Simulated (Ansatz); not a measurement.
Checking a run of Ansatz (an electronic-structure program) on a (111) slab of Mg7W (cut from a parent of space group no. 187; 24 atoms in the cell). The aim is a self-consistent single point with DFT, PBE, plane waves, default PAW files.

Cell that was meant: a = 8.1191 Å, b = 8.1191 Å, c = 18.6586 Å, α = 90.00°, β = 90.00°, γ = 94.75°.

Part of the input:

Ansatz 0.2 input:
```yaml
  lattice:
    - [8.119079, 0.000000, 0.000000]
    - [-0.672402, 8.091189, 0.000000]
    - [0.000000, 0.000000, 9.158583]
  atoms:
    - { symbol: Mg, position_ang: [0.813911, 7.959958, 2.636390] }
    - { symbol: Mg, position_ang: [-0.418528, 5.384168, 1.332098] }
    - { symbol: Mg, position_ang: [5.200974, 3.922350, 2.654789] }
    - { symbol: Mg, position_ang: [3.709981, 6.704497, 2.645585] }
    - { symbol: Mg, position_ang: [6.036917, 8.065346, 1.414287] }
    - { symbol: Mg, position_ang: [2.391224, 3.948298, 1.250000] }
    - { symbol: Mg, position_ang: [-0.091004, 2.574535, 2.645585] }
    - { symbol: Mg, position_ang: [3.968540, 5.056613, 5.263300] }
    - { symbol: Mg, position_ang: [2.736101, 2.480823, 3.958990] }
    - { symbol: Mg, position_ang: [0.236525, 1.019004, 5.281691] }
    - { symbol: Mg, position_ang: [6.864610, 3.801152, 5.272495] }
    - { symbol: Mg, position_ang: [1.072467, 5.162009, 4.041197] }
    - { symbol: Mg, position_ang: [5.545854, 1.044953, 3.876892] }
    - { symbol: Mg, position_ang: [2.391223, 7.762379, 5.272495] }
    - { symbol: Mg, position_ang: [7.123162, 2.153268, 7.890183] }
    - { symbol: Mg, position_ang: [5.218329, 7.668667, 6.585891] }
    - { symbol: Mg, position_ang: [2.718752, 6.206848, 7.908583] }
    - { symbol: Mg, position_ang: [1.900161, 0.897806, 7.899388] }
    - { symbol: Mg, position_ang: [4.227096, 2.258664, 6.668080] }
    - { symbol: Mg, position_ang: [-0.090998, 6.232797, 6.503794] }
    - { symbol: Mg, position_ang: [5.545853, 4.859034, 7.899388] }
    - { symbol: W, position_ang: [3.968537, 1.329148, 1.332098] }
    - { symbol: W, position_ang: [6.450764, 6.516992, 3.958990] }
    - { symbol: W, position_ang: [1.486315, 3.613646, 6.585891] }
basis:
  ecutwfc: 420.0
kpoints:
```

Output, abridged:

```
WARN ansatz: RAYON_NUM_THREADS=1 ignored (pool sized by the plan → 1); use --threads N
Pseudopotentials: kind: paw
   [... lines left out ...]
Symmetry: 1 space group operations
Space group: P1 (ITA 1), of the structure as read, at distance tolerance 8.4e-5 Å
k-points: 5 of 9 (time reversal used)
Initial density: superposition of atomic densities (neutral atoms: chi_scale 0, normalization atom), corrected by the library's trained network
Initial wavefunctions: pseudopotential atomic-orbital guess
Eigensolver: davidson
Functional: x = pbe(κ = 0.804, μ = 0.2195149727645171), c = pbe(β = 0.06672455060314922)
SCF iter   1: F=—  HF=-71542.523413 eV  |F-HF|=—  |Δ(HF+E_count)|=         —  Δρ=7.08e-3  dr2=6.10e-1  ethr=1.77e-3  ⟨swp⟩=6.4  Hψ=2955  notcnv=0
all-band conjugate gradients solve this SCF's bands
preconditioner: auto → Kerker (q_TF=auto, 2.360 Å⁻¹)
SCF iter   2: F=—  HF=-71542.490692 eV  |F-HF|=—  |Δ(HF+E_count)|=   3.27e-2  S|Δr|=    0.00e0  Δρ=3.74e-3  dr2=1.52e-1  ethr=2.42e-4  ⟨swp⟩=1.0  Hψ=875  notcnv=0
   [... lines left out ...]
SCF iter   7: F=—  HF=-71542.475437 eV  |F-HF|=—  |Δ(HF+E_count)|=   1.09e-6  S|Δr|=    0.00e0  Δρ=1.05e-5  dr2=1.34e-6  ethr=4.20e-9  ⟨swp⟩=2.0  Hψ=1246  notcnv=0
SCF iter   8: F=—  HF=-71542.475437 eV  |F-HF|=—  |Δ(HF+E_count)|=   1.43e-7  S|Δr|=    0.00e0  Δρ=3.77e-6  dr2=1.95e-7  ethr=5.33e-10  ⟨swp⟩=2.0  Hψ=856  notcnv=0
SCF iter   9: F=-71542.475437 eV  HF=-71542.475437 eV  |F-HF|=8.57e-9  |Δ(HF+E_count)|=   1.67e-8  S|Δr|=    0.00e0  Δρ=1.22e-6  dr2=1.82e-8  ethr=3.97e-11  ⟨swp⟩=10.4  Hψ=3132  notcnv=0
SCF 1 converged in 9 iterations: F = -71542.475437 eV  dr2 = 1.82e-8
Stability not checked (fill_not_monotonic)
Free energy (F): -71542.475437 eV
Internal energy: -71542.553263 eV  (E = F + TS)
E sigma→0 (E₀):  -71542.501379 eV
Entropy (-TS):   0.077826 eV (3.243 meV/atom)
Fermi energy:    5.706998 eV
--- Forces (eV/Å), atoms counted from 1 ---
  atom   1  Mg     0.15465446     0.01491339    -0.45521067
  atom   2  Mg    -0.21704802     0.20860733    -0.08986265
  atom   3  Mg     0.03484550    -0.04315877    -0.44901599
   [... lines left out ...]
  atom  24  W      0.09808420    -0.07653001    -0.28526703
--- Stress (GPa, compression-positive) ---
       -2.937434      -0.222964       0.367124
       -0.222965      -2.909862      -0.355388
        0.367124      -0.355388      -6.982727
  P = ⅓ Tr σ = -4.2767 GPa (-42.767 kbar)
  The stress holds the Pulay correction. Without it, at fixed plane waves, as pw.x and ABINIT print it: P = -4.2825 GPa
```

Question: Is anything amiss in this input, and did it matter?

Answer: The run is not sound. The fault is too little vacuum between periodic images. Layers that are a few Å apart interact, so the cell no longer models an isolated surface or sheet. To fix it, widen the vacuum. The run converged in 9 iterations without an error; against the sound input the free energy falls by 201 meV/atom and the largest force goes from 2.096 to 0.906 eV/Å.

On the sound input: the starting cell comes from a database of computed structures (which also holds hypothetical and non-ambient phases and stackings), without a prior relaxation at this level. The slab is cut from that crystal, and its faces are unrelaxed. Its lattice was rescaled in the plane by a random factor within 2.5 % of one. Spin polarisation is off. The two faces of this cut differ, and no dipole correction was used. Forces in this geometry exceed 1 eV/Å.
